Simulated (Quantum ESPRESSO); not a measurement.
Input and output of a self-consistent single point for Al (Fm-3m, 1 atom in the cell) (Quantum ESPRESSO).

Level of theory: PBEsol, SSSP 1.1.2 efficiency (PBE) pseudopotentials (plane waves; Quantum ESPRESSO).

```yaml
crystal:
  lattice:
    - [-2.03107, 0.00000, 2.03107]
    - [0.00000, 2.03107, 2.03107]
    - [-2.03107, 2.03107, 0.00000]
  atoms:
    - { symbol: Al, position: [0.00000, 0.00000, 0.00000] }
```

Reference input (self-consistent single point, DFT, PBEsol, plane waves, SSSP 1.1.2 efficiency (PBE) pseudopotentials): ecutwfc = 35 Ry; ecutrho = 280 Ry; occupations = smearing; smearing = gaussian; degauss = 0.0073499 Ry; input_dft = pbesol; potentials = {Al: Al.pbe-n-kjpaw_psl.1.0.0.UPF}; K_POINTS = automatic 14 14 14 0 0 0; conv_thr = 1e-11 Ry; mixing_beta = 0.4. This run's input differs from it in these lines:

```diff
@@ -16,3 +16,3 @@
   smearing = 'gaussian',
-  degauss = 0.0073499,
+  degauss = 0.02205,
   input_dft = 'pbesol',
@@ -28,3 +28,3 @@
 K_POINTS {automatic}
-14 14 14  0 0 0
+33 33 33  0 0 0
```

The program printed (abridged):

```
     Self-consistent Calculation

     iteration #  1     ecut=    35.00 Ry     beta= 0.40

     Threshold (ethr) on eigenvalues was too large:
     Diagonalizing with lowered threshold

     total energy              =     -38.55098912 Ry
     estimated scf accuracy    <       0.00563023 Ry

     iteration #  2     ecut=    35.00 Ry     beta= 0.40

     total energy              =     -38.55039633 Ry
     estimated scf accuracy    <       0.00184371 Ry

     iteration #  3     ecut=    35.00 Ry     beta= 0.40

     total energy              =     -38.55044466 Ry
     estimated scf accuracy    <       0.00000228 Ry

   [... 2 blocks of this kind left out ...]

     iteration #  6     ecut=    35.00 Ry     beta= 0.40

     total energy              =     -38.55044582 Ry
     estimated scf accuracy    <          4.4E-11 Ry

     iteration #  7     ecut=    35.00 Ry     beta= 0.40
     End of self-consistent calculation

     Number of k-points >= 100: set verbosity='high' to print the bands.

     the Fermi energy is     7.6976 ev

!    total energy              =     -38.55044582 Ry
     estimated scf accuracy    <          5.7E-13 Ry
     smearing contrib. (-TS)   =      -0.00137799 Ry
     internal energy E=F+TS    =     -38.54906783 Ry

     convergence has been achieved in   7 iterations

     Forces acting on atoms (cartesian axes, Ry/au):

     atom    1 type  1   force =     0.00000000    0.00000000    0.00000000

     Total force =     0.000000     Total SCF correction =     0.000000

          total   stress  (Ry/bohr**3)                   (kbar)     P=      -25.66
  -0.00017442   0.00000000   0.00000000          -25.66        0.00        0.00
   0.00000000  -0.00017442  -0.00000000            0.00      -25.66       -0.00
   0.00000000  -0.00000000  -0.00017442            0.00       -0.00      -25.66

   JOB DONE.
```

The run converged in 7 iterations. Against the reference run the free energy goes down by 16.0 meV/atom and the pressure goes from -2.82 to -2.57 GPa.

The starting cell has typed, rounded lattice constants, without a prior relaxation at this level. Its lattice was rescaled by up to half a per cent.

Cost on one core of a shared machine: roughly 60 s.
